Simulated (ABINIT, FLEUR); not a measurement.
A FLEUR input for a self-consistent single point of Ge3Rh (I4/mmm, 4 atoms in the cell) (DFT, LDA (Perdew-Zunger), all-electron FLAPW (FLEUR), scalar-relativistic valence):

Input of the input generator:

```
Ge3Rh FLAPW
&input film=f /
-0.4427712551 0.4427712551 0.7796840586
0.4427712551 -0.4427712551 0.7796840586
0.4427712551 0.4427712551 -0.7796840586
9.0589825713
1.0 1.0 1.0

4
32 0.7500000000 0.2500000000 0.5000000000
32 0.2500000000 0.7500000000 0.5000000000
32 0.5000000000 0.5000000000 0.0000000000
45 0.0000000000 0.0000000000 0.0000000000

&comp jspins=1 /
&exco xctyp='pz' /
&kpt div1=8 div2=8 div3=8 gamma=t /
&end /
```

```xml
<?xml version="1.0" encoding="UTF-8" standalone="no"?>
<fleurInput fleurInputVersion="0.39">
   <comment>
      Ge3Rh FLAPW                                                                                         
   </comment>
   <calculationSetup>
      <cutoffs Kmax="4.0" Gmax="14.0" GmaxXC="14.0" numbands="0"/>
      <scfLoop itmax="60" minDistance="0.00001" maxIterBroyd="15" imix="Anderson" alpha="0.05" precondParam="0.0" spinf="2.0"/>
      <coreElectrons ctail="T" frcor="F" kcrel="0" coretail_lmax="0"/>
      <xcFunctional name="pz" relativisticCorrections="F"/>
      <magnetism jspins="1"/>
      <soc l_soc="F" theta="0.0" phi="0.0" spav="F"/>
      <expertModes spex="0" secvar="F"/>
      <geometryOptimization l_f="T" forcealpha="1.0" forcemix="BFGS" epsdisp="0.00001" epsforce="0.00001"/>
      <ldaU l_linMix="F" mixParam="0.05" spinf="1.0"/>
   </calculationSetup>
   <cell>
      <bzIntegration valenceElectrons="57.0" mode="gauss" fermiSmearingEnergy="0.00183747">
         <kPointListSelection listName="default-1"/>
         <!-- k-points included here -->
         <xi:include xmlns:xi="http://www.w3.org/2001/XInclude" href="kpts.xml"> </xi:include>
      </bzIntegration>
      <!-- symmetry operations included here -->
      <xi:include xmlns:xi="http://www.w3.org/2001/XInclude" href="sym.xml"> </xi:include>
      <bulkLattice scale="1.0">
         <bravaisMatrix>
            <row-1>   -4.0110570830235259     4.0110570830235259     7.0631442979778480</row-1>
            <row-2>    4.0110570830235259    -4.0110570830235259     7.0631442979778480</row-2>
            <row-3>    4.0110570830235259     4.0110570830235259    -7.0631442979778480</row-3>
         </bravaisMatrix>
      </bulkLattice>
   </cell>
   <atomSpecies>
      <species name="Germanium (Ge)" element="Ge" atomicNumber="32">
         <mtSphere radius="2.50" gridPoints="863" logIncrement="0.014"/>
         <atomicCutoffs lmax="10" lnonsphr="8"/>
         <electronConfig flipSpins="F">
            <coreConfig>(1s1/2) (2s1/2) (2p1/2) (2p3/2) (3s1/2) (3p1/2) (3p3/2)</coreConfig>
            <valenceConfig>(4s1/2) (3d3/2) (3d5/2) (4p1/2) (4p3/2)</valenceConfig>
            <stateOccupation state="(4p1/2)" spinUp="0.3333333333333" spinDown="0.3333333333333"/>
            <stateOccupation state="(4p3/2)" spinUp="0.6666666666667" spinDown="0.6666666666667"/>
         </electronConfig>
         <energyParameters s="4" p="4" d="3" f="4"/>
      </species>
      <species name="Rhodium (Rh)" element="Rh" atomicNumber="45">
         <mtSphere radius="2.50" gridPoints="863" logIncrement="0.015"/>
         <atomicCutoffs lmax="10" lnonsphr="8"/>
         <electronConfig flipSpins="F">
            <coreConfig>(1s1/2) (2s1/2) (2p1/2) (2p3/2) (3s1/2) (3p1/2) (3p3/2) (4s1/2) (3d3/2) (3d5/2)</coreConfig>
            <valenceConfig>(4p1/2) (4p3/2) (5s1/2) (4d3/2) (4d5/2)</valenceConfig>
            <stateOccupation state="(5s1/2)" spinUp="0.5" spinDown="0.5"/>
            <stateOccupation state="(4d3/2)" spinUp="1.6" spinDown="1.6"/>
            <stateOccupation state="(4d5/2)" spinUp="2.4" spinDown="2.4"/>
         </electronConfig>
         <energyParameters s="5" p="5" d="4" f="4"/>
         <lo type="SCLO" l="1" n="4" eDeriv="0"/>
      </species>
   </atomSpecies>
   <atomGroups>
      <atomGroup species="Germanium (Ge)">
         <relPos label="                   1">-1.000/4.000 1.000/4.000 1.000/2.000</relPos>
         <relPos label="                   2">1.000/4.000 -1.000/4.000 1.000/2.000</relPos>
         <force calculate="T" relaxXYZ="TTT"/>
      </atomGroup>
      <atomGroup species="Germanium (Ge)">
         <relPos label="                   3">1.000/2.000 1.000/2.000 .0000000000</relPos>
         <force calculate="T" relaxXYZ="TTT"/>
      </atomGroup>
      <atomGroup species="Rhodium (Rh)">
         <relPos label="                   4">.0000000000 .0000000000 .0000000000</relPos>
         <force calculate="T" relaxXYZ="TTT"/>
      </atomGroup>
   </atomGroups>
   <output dos="F" band="F" slice="F">
      <checks vchk="F" cdinf="F"/>
      <bandDOS minEnergy="-.5*Htr" maxEnergy="0.5*Htr" sigma="0.015" storeEVData="T"/>
      <vacuumDOS vacdos="F" integ="F" star="F" nstars="0" locx1="0.0" locy1="0.0" locx2="0.0" locy2="0.0" nstm="0" tworkf="0.0"/>
      <unfoldingBand unfoldBand="F" supercellX="1" supercellY="1" supercellZ="1"/>
      <plotting iplot="0" polar="F">
         <plot TwoD="T" vec1="  1.0  0.0  0.0" vec2="  0.0  1.0  0.0" vec3="  0.0  0.0  1.0" zero="  0.0  0.0  0.0" file="plot"/>
      </plotting>
      <chargeDensitySlicing numkpt="0" minEigenval="0.0" maxEigenval="0.0" nnne="0" pallst="F"/>
      <specialOutput eonly="F"/>
      <magneticCircularDichroism mcd="F" energyLo="-10.0" energyUp="0.0"/>
   </output>
  <!-- We include the file relax.xml here to enable relaxations (see documentation) -->
  <xi:include xmlns:xi="http://www.w3.org/2001/XInclude" href="relax.xml"> <xi:fallback/> </xi:include>
</fleurInput>
```

Q: Give the ABINIT input for the same structure, mesh, smearing and functional.

A: This is the input that was run; spellings and numerical settings could be chosen otherwise.

```
# Ge3Rh, PseudoDojo nc-sr-04 LDA standard
pp_dirpath "./"
pseudos "Ge.upf, Rh.upf"
acell 4.7938071307 4.7938071307 4.7938071307 Angstrom
rprim
        -0.4427712551    0.4427712551    0.7796840586
         0.4427712551   -0.4427712551    0.7796840586
         0.4427712551    0.4427712551   -0.7796840586
natom 4
ntypat 2
znucl 32 45
typat 1 1 1 2
xcart
        -0.0000000000    4.0110570831    3.5315721492
         4.0110570831   -0.0000000000    3.5315721492
        -0.0000000000   -0.0000000000    7.0631442983
         0.0000000000    0.0000000000    0.0000000000
ecut 44
ixc 7
occopt 7
tsmear 0.00183747
nband 39
kptopt 1
ngkpt 8 8 8
nshiftk 1
shiftk 0 0 0
nstep 60
tolvrs 1.0e-10
prtwf 0
prtden 0
enunit 1
```

Basis, cutoffs, solver keys and any potentials are the target program's own. This input uses DFT, LDA (PW92), plane waves, norm-conserving pseudopotentials (PseudoDojo nc-sr-04 LDA standard). LDA parametrisations can differ slightly between programs.

The starting cell comes from a database of computed structures (which also holds hypothetical and non-ambient phases and stackings), without a prior relaxation at this level.
